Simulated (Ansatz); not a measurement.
The reference is WSi2 (space group I4/mmm, No. 139; relaxed with 0.1 eV smearing).

```
WSi2
1.0
   -1.60119     1.60119     3.90885
    1.60119    -1.60119     3.90885
    1.60119     1.60119    -3.90885
Si W
2 1
Direct
  0.66552   0.66552   0.00000
  0.33448   0.33448   0.00000
  0.00000   0.00000   0.00000
```

Cartesian axes are those of the cell as printed.

Computed with plane-wave PAW DFT at the PBEsol level (Ansatz, a quantum-chemistry and plane-wave program, 420 eV), spin-orbit coupling left out.

The change: the cell is compressed by 2.50 % along z with no lateral relaxation, atoms relaxed at fixed cell.

Task: What does the calculation give for the stress after the change?

Result: The stress (xx, yy, zz, yz, xz, xy; compression positive) amounts to (2.7, 2.7, 15.6, 0.0, 0.0, 0.0) GPa.

Task: What happens to the energy relative to the base?

Result: The energy increases by 16 meV/atom.

The cells carry an imposed strain or load. Stability against distortions was not tested. The final runs are not spin-polarised.
